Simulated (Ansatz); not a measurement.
```
CELL_PARAMETERS angstrom
      0.00000     4.49013     4.49013
      4.49013     0.00000     4.49013
      4.48211     4.48211     0.00802
ATOMIC_POSITIONS crystal
  Zr 0.00000 0.00000 0.00000
  Ti 0.00000 0.00000 0.50000
  Ti 0.00000 0.50000 0.00000
  Ti 0.00000 0.50000 0.50000
  Zr 0.50000 0.00000 0.00000
  Ti 0.50000 0.00000 0.50000
  Zr 0.50000 0.50000 0.00000
  Ti 0.50000 0.50000 0.50000
  C  0.23910 0.24998 0.26095
  C  0.25002 0.26090 0.73905
  C  0.24444 0.74444 0.26667
  C  0.25002 0.75002 0.73905
  C  0.74998 0.24998 0.26095
  C  0.75556 0.25556 0.73333
  C  0.74998 0.73910 0.26095
  C  0.76090 0.75002 0.73905
```

The mixing enthalpy is taken against the end members in the rock salt type, relaxed in the same cell and mesh.

Level of theory: PBE (plane waves to 420 eV, PAW; Ansatz, a quantum-chemistry and plane-wave program). Spin–orbit coupling is left out; the runs are not spin-polarised. Its k-point mesh 5×5×5, Fermi–Dirac width 0.05 eV.

Problem. Give the composition and order of this alloy cell, and its volume, bond lengths and mixing enthalpy.

Solution. A 16-atom cell of (Ti,Zr)C started in the rock salt structure, site fractions Ti 0.625, Zr 0.375, short-range order -0.07 in the first shell of the mixed sites (0 is random, a negative value favours unlike neighbours), space group R-3m at the end, an ordered arrangement that its symmetry holds.
```
Quantity                                                                                           Value
----------------------------------------------------------  --------------------------------------------
volume per atom                                                                                 11.29 Å³
C–Ti bonds                                                  2.214 Å on average, from 2.195 to 2.244 (30)
C–Zr bonds                                                  2.293 Å on average, from 2.293 to 2.294 (18)
mixing enthalpy per site of the mixed sublattice                                                 126 meV
departure of the mean lattice parameter from Vegard's line                                        +0.3 %
```
